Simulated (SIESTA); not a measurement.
Worked example: self-consistent single point of CsCaH3 (P4mm, 5 atoms in the cell) in SIESTA.

Level of theory: LDA PW92, numerical atomic orbitals DZP, PseudoDojo LDA standard norm-conserving potentials (rewritten from UPF to PSML) (SIESTA 5.4.2).

The change in words: lattice scaled by 0.98; kgrid.MonkhorstPack: 6 6 6 → 8 8 8. Reference geometry:
```xyz
5
Lattice="4.5981 0.0000 0.0000 0.0000 4.5981 0.0000 0.0000 0.0000 4.5981" Properties=species:S:1:pos:R:3 pbc="T T T"
Cs     0.0000     0.0000     0.0500
Ca     2.2990     2.2990     2.2990
H      2.2990     0.0000     2.2990
H      0.0000     2.2990     2.2990
H      2.2990     2.2990     0.0000
```

Reference input (self-consistent single point, DFT, LDA PW92, numerical atomic orbitals DZP, PseudoDojo LDA standard norm-conserving potentials (rewritten from UPF to PSML)): XC.functional = LDA; XC.authors = PW92; potentials = PseudoDojo LDA standard; PAO.BasisSize = DZP; PAO.EnergyShift = 0.01 Ry; MeshCutoff = 400 Ry; kgrid.MonkhorstPack = 6 6 6; OccupationFunction = FD; ElectronicTemperature = 10 K; MaxSCFIterations = 150; SCF.Mixer.Method = Pulay; SCF.Mixer.Weight = 0.2. This run's input differs from it in these lines:

```diff
@@ -13,5 +13,5 @@
 %block LatticeVectors
-     4.598084000    0.000000000    0.000000000
-     0.000000000    4.598084000    0.000000000
-     0.000000000    0.000000000    4.598084000
+     4.506122000    0.000000000    0.000000000
+     0.000000000    4.506122000    0.000000000
+     0.000000000    0.000000000    4.506122000
 %endblock LatticeVectors
@@ -19,7 +19,7 @@
 %block AtomicCoordinatesAndAtomicSpecies
-     0.000000000    0.000000000    0.094485485  1
-     4.344559729    4.344559729    4.344559729  2
-     4.344559729    0.000000000    4.344559729  3
-     0.000000000    4.344559729    4.344559729  3
-     4.344559729    4.344559729    0.000000000  3
+     0.000000000    0.000000000    0.092595769  1
+     4.257668232    4.257668232    4.257668232  2
+     4.257668232    0.000000000    4.257668232  3
+     0.000000000    4.257668232    4.257668232  3
+     4.257668232    4.257668232    0.000000000  3
 %endblock AtomicCoordinatesAndAtomicSpecies
@@ -32,5 +32,5 @@
 %block kgrid.MonkhorstPack
-    6   0   0  0.0
-    0   6   0  0.0
-    0   0   6  0.0
+    8   0   0  0.0
+    0   8   0  0.0
+    0   0   8  0.0
 %endblock kgrid.MonkhorstPack
```

Log, with long lists cut:

```
        iscf     Eharris(eV)        E_KS(eV)     FreeEng(eV)     dDmax    Ef(eV) dHmax(eV)
   scf:    1    -1727.829859    -1735.024978    -1735.024978  1.344295 -2.776108  4.068734
   scf:    2    -1736.525995    -1735.804334    -1735.804334  0.086816 -3.310876  2.743062
   scf:    3    -1736.870459    -1736.456539    -1736.456539  0.248774 -4.495974  0.295546
   scf:    4    -1736.457310    -1736.457061    -1736.457061  0.009588 -4.699122  0.052914
   scf:    5    -1736.457369    -1736.457255    -1736.457255  0.007434 -4.716437  0.006386
   scf:    6    -1736.457260    -1736.457258    -1736.457258  0.000607 -4.717403  0.000657
   scf:    7    -1736.457258    -1736.457258    -1736.457258  0.000124 -4.718525  0.001248
   scf:    8    -1736.457258    -1736.457258    -1736.457258  0.000060 -4.717754  0.000263
SCF Convergence by DM+H criterion
max |DM_out - DM_in|         :     0.0000603476
max |H_out - H_in|      (eV) :     0.0002634917
SCF cycle converged after 8 iterations

Using DM_out to compute the final energy and forces

siesta: E_KS(eV) =            -1736.4573

siesta: E_KS - E_eggbox =     -1736.4573

siesta: Atomic forces (eV/Ang):
     1    0.000000    0.000000   -0.122249
     2    0.000000    0.000000    0.072124
     3    0.000000   -0.000000    0.013990
     4   -0.000000    0.000000    0.013990
     5    0.000000    0.000000    0.022368
   Tot    0.000000    0.000000    0.000223
   Max    0.122249
   Res    0.037451    sqrt( Sum f_i^2 / 3N )
   Max    0.122249    constrained

Stress tensor Voigt[x,y,z,yz,xz,xy] (kbar):      -22.34      -22.34      -22.27       -0.00       -0.00       -0.00
   [... lines left out ...]
siesta: FreeEng =     -1736.457258
   [... lines left out ...]
siesta:    -0.013944   -0.000000   -0.000000
siesta:    -0.000000   -0.013944   -0.000000
siesta:    -0.000000   -0.000000   -0.013901

siesta: Cell volume =         91.497418 Ang**3

siesta: Pressure (static):
siesta:                Solid            Molecule  Units
siesta:           0.00015171          0.00014301  Ry/Bohr**3
siesta:           0.01392958          0.01313085  eV/Ang**3
siesta:          22.31764542         21.03793522  kBar
```

The run converged in 8 iterations. Against the reference run the free energy rises by 8.3 meV/atom, the pressure goes from 0.22 to 2.23 GPa, the largest force goes from 0.102 to 0.122 eV/Å and the gap on the mesh goes from 4.100 to 4.263 eV.

The starting cell comes from a database of computed structures (which also holds hypothetical and non-ambient phases and stackings), without a prior relaxation at this level. Its lattice was rescaled by up to half a per cent. One atom was moved a little off its site on purpose. For this run, on top of that: lattice scaled by 0.98. Values carry the incompleteness of an atom-centred basis. The basis of the alkali or alkaline-earth atoms may lack their empty d shell, which can raise the gap.
